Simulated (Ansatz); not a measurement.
# A self-consistent single point of Ta2O5 (Pccm, 14 atoms in the cell) with Ansatz

Level of theory: PBEsol, default PAW files made with PBE (plane waves; Ansatz, a program for electronic structure).

Input:

Ansatz 0.2 input:
```yaml
# Ta2O5
crystal:
  lattice:
    - [3.677000, 0.000000, 0.000000]
    - [0.000000, 6.217000, 0.000000]
    - [0.000000, 0.000000, 7.794000]
  atoms:
    - { symbol: O, position_ang: [3.669646, 4.233777, 3.897000] }
    - { symbol: O, position_ang: [0.007354, 1.983223, 3.897000] }
    - { symbol: O, position_ang: [0.007354, 4.233777, 0.000000] }
    - { symbol: O, position_ang: [3.669646, 1.983223, 0.000000] }
    - { symbol: O, position_ang: [1.838500, 3.108500, 5.845500] }
    - { symbol: O, position_ang: [1.838500, 3.108500, 1.948500] }
    - { symbol: Ta, position_ang: [1.838500, 3.108500, 3.897000] }
    - { symbol: Ta, position_ang: [1.838500, 3.108500, 0.000000] }
    - { symbol: O, position_ang: [1.838500, 0.000000, 3.897000] }
    - { symbol: O, position_ang: [1.838500, 0.000000, 0.000000] }
    - { symbol: Ta, position_ang: [0.000000, 0.000000, 3.897000] }
    - { symbol: Ta, position_ang: [0.000000, 0.000000, 0.000000] }
    - { symbol: O, position_ang: [0.000000, 0.000000, 5.845500] }
    - { symbol: O, position_ang: [0.000000, 0.000000, 1.948500] }
kpoints:
  mp_grid:
    grid: [7, 4, 3]
hamiltonian:
  xc: pbesol
  pseudopotentials:
    kind: paw
scf:
  occupations:
    method: gaussian
    width: 0.0073 Ry
output:
  forces: true
  eigenvalues: true
  stress: true
```

Log, with long lists cut:

```
WARN basis.ecutwfc = 420 eV, the default
WARN ansatz: RAYON_NUM_THREADS=1 ignored (pool sized by the plan → 1); use --threads N
Pseudopotentials: kind: paw
Pseudopotential: O, paw, valence charge 6
Pseudopotential: Ta, paw, valence charge 13
Crystal: 14 atoms, lattice volume = 178.170 Å³
Basis set: ecut = 420 eV, 3487 PW (Γ), exchange–correlation on 50×90×108 points (8 copies of the dense FFT grid, shifted against one another)
Bands: 70, of which v1, the nominal top of the filled ones, is band 56 counted from 1 (55 counted from 0)
Symmetry: 8 space group operations
Space group: Pccm (ITA 49), of the structure as read, at distance tolerance 5.6e-5 Å
k-points: 24 of 84
PAW frozen core: O, regenerated for the run's functional, and the local potential with it
PAW frozen core: Ta, regenerated for the run's functional, and the local potential with it
Initial density: superposition of atomic densities (neutral atoms: chi_scale 0, normalization atom), corrected by the library's trained network
Initial wavefunctions: pseudopotential atomic-orbital guess
Eigensolver: davidson
Functional: x = pbesol(κ = 0.804, μ = 0.12345679012345678), c = pbesol(β = 0.046)
SCF iter   1: F=—  HF=-44844.425978 eV  |F-HF|=—  |Δ(HF+E_count)|=         —  Δρ=1.54e-2  dr2=3.24e-1  ethr=1.77e-3  ⟨swp⟩=5.9  Hψ=6512  notcnv=0  defer=18
all-band conjugate gradients solve this SCF's bands
preconditioner: auto → Resta (q_TF=auto, 2.525 Å⁻¹)
SCF iter   2: F=—  HF=-44844.357074 eV  |F-HF|=—  |Δ(HF+E_count)|=   6.89e-2  Δρ=4.80e-3  dr2=4.92e-2  ethr=2.89e-4  ⟨swp⟩=2.0  Hψ=2916  notcnv=0  defer=166
SCF iter   3: F=—  HF=-44844.349823 eV  |F-HF|=—  |Δ(HF+E_count)|=   7.25e-3  Δρ=2.55e-3  dr2=1.29e-2  ethr=4.39e-5  ⟨swp⟩=2.0  Hψ=2190  notcnv=0  defer=166
SCF iter   4: F=—  HF=-44844.348187 eV  |F-HF|=—  |Δ(HF+E_count)|=   1.64e-3  Δρ=1.18e-3  dr2=2.31e-3  ethr=1.15e-5  ⟨swp⟩=2.0  Hψ=2128  notcnv=0  defer=166
SCF iter   5: F=—  HF=-44844.347882 eV  |F-HF|=—  |Δ(HF+E_count)|=   3.05e-4  Δρ=3.25e-4  dr2=2.27e-4  ethr=2.06e-6  ⟨swp⟩=2.0  Hψ=2427  notcnv=0  defer=166
SCF iter   6: F=—  HF=-44844.347939 eV  |F-HF|=—  |Δ(HF+E_count)|=   5.68e-5  Δρ=1.18e-4  dr2=3.13e-5  ethr=2.03e-7  ⟨swp⟩=2.0  Hψ=2330  notcnv=0  defer=166
SCF iter   7: F=—  HF=-44844.348054 eV  |F-HF|=—  |Δ(HF+E_count)|=   1.15e-4  Δρ=1.01e-4  dr2=1.58e-5  ethr=2.80e-8  ⟨swp⟩=2.0  Hψ=2649  notcnv=0  defer=166
SCF iter   8: F=—  HF=-44844.348054 eV  |F-HF|=—  |Δ(HF+E_count)|=   2.48e-7  Δρ=1.72e-5  dr2=5.70e-7  ethr=1.41e-8  ⟨swp⟩=2.0  Hψ=2390  notcnv=0  defer=166
SCF iter   9: F=-44844.348054 eV  HF=-44844.348054 eV  |F-HF|=1.36e-8  |Δ(HF+E_count)|=   5.81e-7  Δρ=6.12e-6  dr2=7.25e-8  ethr=8.93e-11  ⟨swp⟩=10.7  Hψ=7138  notcnv=0
SCF 1 converged in 9 iterations: F = -44844.348054 eV  dr2 = 7.25e-8
SCF converged after 9 iterations
Free energy (F): -44844.348054 eV
Harris-Foulkes:  -44844.348054 eV  (|F-HF|=1.36e-8)
Internal energy: -44844.347057 eV  (E = F + TS)
E sigma→0 (E₀):  -44844.347556 eV
Entropy (-TS):   -0.000997 eV (-0.071 meV/atom)
Fermi energy:    9.221885 eV
--- Per-component energies (eV) ---
  E_band       = -962.580733
  E_kinetic    = 3197.771567
  E_local      = -7474.634268  (includes V_loc(G=0)·N_el)
  E_nonlocal   = 550.663566
  E_hartree    = 2660.729232
  E_xc         = -1588.114782
  E_vxc        = -1738.824940  (∫ρ·V_xc dr)
  E_paw        = -34615.079873  (= ΣΔE_a)
  E_vpaw       = -819.051264  (= ΣTr[D̂ρ^β])
  E_aug_tail   = 0.025136  (compensation charges beyond the density's cutoff)
  E_ewald      = -7576.915100
  E_core_change = 1.207465  (= ΣΔE_core)
  E_smearing   = -0.000997  (= −TS)
  E_closure    = 0.000000  (closes the sum)
  Σ components = -44844.348054   (vs F -44844.348054, Δ=0.00e0)
--- Forces (eV/Å), atoms counted from 1 ---
  atom   1  O      0.02225862    -0.83310878     0.00000000
  atom   2  O     -0.02225862     0.83310878     0.00000000
  atom   3  O     -0.02225862    -0.83310878     0.00000000
  atom   4  O      0.02225862     0.83310878     0.00000000
  atom   5  O     -0.00000000     0.00000000     0.00000000
  atom   6  O      0.00000000    -0.00000000     0.00000000
  atom   7  Ta     0.00000000    -0.00000000     0.00000000
  atom   8  Ta     0.00000000    -0.00000000     0.00000000
  atom   9  O     -0.00000000    -0.00000000     0.00000000
  atom  10  O      0.00000000    -0.00000000     0.00000000
  atom  11  Ta     0.00000000     0.00000000     0.00000000
  atom  12  Ta     0.00000000    -0.00000000     0.00000000
  atom  13  O     -0.00000000    -0.00000000     0.00000000
  atom  14  O      0.00000000     0.00000000     0.00000000
  max |Σ_I F_I| component: 3.47e-18 eV/Å
--- Stress (GPa, compression-positive) ---
        2.838035       0.000000       0.000000
        0.000000      11.732241      -0.000000
        0.000000      -0.000000      -6.694397
  P = ⅓ Tr σ = 2.6253 GPa (26.253 kbar)
  The stress holds the Pulay correction. Without it, at fixed plane waves, as pw.x and ABINIT print it: P = 1.9157 GPa
--- Band table (eV; the first three rows and the last of 24) ---
  k-point 0: bands = ["-60.9868", "-60.9864", "-58.3124", "-58.3119", "-27.5671", "-27.5626", "-27.3930", "-27.2906", "-27.1899", "-27.1856", "-25.2469", "-25.2423", "-25.1530", "-25.1479", "-24.9245", "-24.8099", "-10.2906", "-10.1190", "-9.6810", [...]
  k-point 1: bands = ["-60.9867", "-60.9865", "-58.3123", "-58.3120", "-27.5660", "-27.5637", "-27.3677", "-27.3165", "-27.1888", "-27.1867", "-25.2458", "-25.2434", "-25.1517", "-25.1492", "-24.8963", "-24.8390", "-10.2235", "-10.1448", "-9.6276", [...]
  k-point 2: bands = ["-60.9868", "-60.9864", "-58.3124", "-58.3119", "-27.5657", "-27.5613", "-27.3930", "-27.2906", "-27.1898", "-27.1855", "-25.2470", "-25.2424", "-25.1557", "-25.1506", "-24.9245", "-24.8099", "-10.1345", "-9.9449", "-9.7093", [...]
  k-point 23: bands = ["-60.9849", "-60.9847", "-58.3109", "-58.3107", "-27.5469", "-27.5447", "-27.3622", "-27.3114", "-27.3049", "-27.3025", "-25.4840", "-25.4813", "-25.1394", "-25.1369", "-24.8842", "-24.8274", "-9.3419", "-9.1441", "-9.1222", [...]
```

The run converged in 9 iterations.

The starting cell comes from a database of published, mostly measured structures (it also holds non-ambient and calculated ones), without a prior relaxation at this level. Spin-orbit coupling is off. Spin polarisation is off. Ansatz's pressure includes its estimate of the finite-basis (Pulay) stress. Without the estimate this run gives 1.92 GPa.
